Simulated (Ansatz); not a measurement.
The reference is BeSe in the zinc blende structure (space group F-43m, No. 216; a = 5.082 Å). Axes: x, y, z lie along the cube axes.

Level of theory: plane-wave PAW DFT at the LDA level (Ansatz, a first-principles code, 420 eV), no spin-orbit coupling.

Base values:

The valley order is X along ⟨100⟩ 2.40 eV. The electron mass is 0.83 mₑ along k, 0.26 mₑ across (at X) and the shortest interatomic distance is 2.200 Å.

Perturbation: compressive biaxial strain of 0.50 % in the plane normal to [001], as in epitaxy on a mismatched substrate; the out-of-plane cell vector and the atoms relax.

### Question
Predict the new in-plane stress.

### Answer
The mean in-plane stress (compression positive) comes out as +0.8 GPa.

### Question
What happens to the valley order?

### Answer
The valley order (the lowest conduction-band minima on the path, energy above the VBM, named in the base's zone) changes from X along ⟨100⟩ 2.40 eV to X along [010] 2.35 eV; X along [001] 2.42 eV.

### Question
How does this affect the electron mass?

### Answer
The electron mass becomes 0.82 mₑ along k, 0.26 mₑ across (at X) (base: 0.83 mₑ along k, 0.26 mₑ across (at X)).

### Question
Predict the new shortest interatomic distance.

### Answer
The shortest interatomic distance shrinks by 0.004 Å (2.200 Å → 2.196 Å).

### Question
What happens to the energy relative to the base?

### Answer
The energy increases by 0.4 meV/atom.

The levels and masses belong to the bands next to the band gap. Masses are band curvatures over ±0.01 Å⁻¹ around the edge. Along k means along the line from Γ to the band edge. Stability against distortions was not tested.
